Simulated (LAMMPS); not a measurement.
MD of Cu (fcc) with 50 % of Cu sites Pd at zero pressure over temperature, 4000 atoms; each row names its start.

Method: classical MD, pair style eam, the elements' _u3.eam files (universal-3 set of Foiles, Baskes and Daw); code LAMMPS.

```
T (K), start                                 state                    volume                  enthalpy  first peak of g(r), Cu-Pd  coordination number of Cu by Pd                        D(Cu)                        D(Pd)
-------------  -----------------------------------  ------------------------  ------------------------  -------------------------  -------------------------------  ---------------------------  ---------------------------
300, crystal   crystal; no diffusion seen in 30 ps  13.5675 ± 0.0001 Å³/atom  -3.7299 ± 0.0001 eV/atom         2.64 Å, height 6.6         6.05 (counted to 3.22 Å)                            -                            -
1120, crystal  crystal; no diffusion seen in 30 ps  14.0904 ± 0.0004 Å³/atom  -3.4985 ± 0.0002 eV/atom         2.62 Å, height 3.6         6.10 (counted to 3.34 Å)                            -                            -
1510, melt                                  liquid    14.852 ± 0.001 Å³/atom  -3.2903 ± 0.0005 eV/atom         2.55 Å, height 3.0         6.87 (counted to 3.58 Å)  (3.82 ± 0.06) × 10^-5 cm²/s  (3.40 ± 0.08) × 10^-5 cm²/s
1830, melt                                  liquid    15.196 ± 0.002 Å³/atom  -3.1850 ± 0.0004 eV/atom         2.55 Å, height 2.7         6.93 (counted to 3.66 Å)  (6.13 ± 0.02) × 10^-5 cm²/s    (5.4 ± 0.2) × 10^-5 cm²/s
2230, melt                                  liquid    15.648 ± 0.003 Å³/atom  -3.0574 ± 0.0006 eV/atom         2.54 Å, height 2.5         6.71 (counted to 3.66 Å)    (9.9 ± 0.1) × 10^-5 cm²/s  (8.62 ± 0.07) × 10^-5 cm²/s
```

Caution (rows 300, crystal; 1120, crystal): the random arrangement on this lattice is imposed, and need not be a phase that exists in equilibrium.

Caution (rows 1120, crystal; 1510, melt; 1830, melt; 2230, melt): a run this short can hold a crystal over, or a liquid under, the potential's own melting point, which these runs don't give.

States go by the mean squared displacement: a species diffuses where it passes 1.5 Å², still rises and gives D over 1e-6 cm²/s; a crystal has left its structure where atoms lie 0.35 Å off their sites on average or a cubic box changes its shape by 3 %, or the axial ratios of another lie 8 % off the starting cell's, which the potential's own relaxation can also do.

Errors of D are the spread over four groups of atoms in one short run; a floor of about 5 %, a picked value, is safer.

The ± values are statistical; the model's systematic error is not in them.
